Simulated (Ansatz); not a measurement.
For TaGe (model structure, started from the CoSn type, P6/mmm, No. 191, 6 atoms in the cell), PBE in Ansatz (PAW) gives:

```
Quantity                                Result
------------------------------  --------------
equilibrium lattice constant a         5.617 Å
lattice parameter c                    4.397 Å
formation enthalpy              -0.040 eV/atom
```

Problem. What does PBE-D3(BJ) (plane waves, PAW; Ansatz, a first-principles code) give for the same quantities?

Solution. 
- lattice constant a: 5.572 Å (decreases by 0.8 %)
- lattice parameter c: 4.348 Å (falls by 1.1 %)
- formation enthalpy: -0.028 eV/atom (moves by +0.012 eV/atom)

Changes are worked out from the printed values.

Unless a cell is named, each level is at its own relaxed cell (PBE 20.02, PBE-D3(BJ) 19.48 Å³/atom).

Levels without +SOC leave out spin–orbit coupling, which shifts energies and cells of such heavy elements.

Ansatz's density-functional and Hartree–Fock values are scalar-relativistic unless marked +SOC, with PAW data made under PBE.

A model structure was made by putting elements into a prototype or built by hand; it is no filed structure, need not be a known phase, and can be a saddle point held by its symmetry.
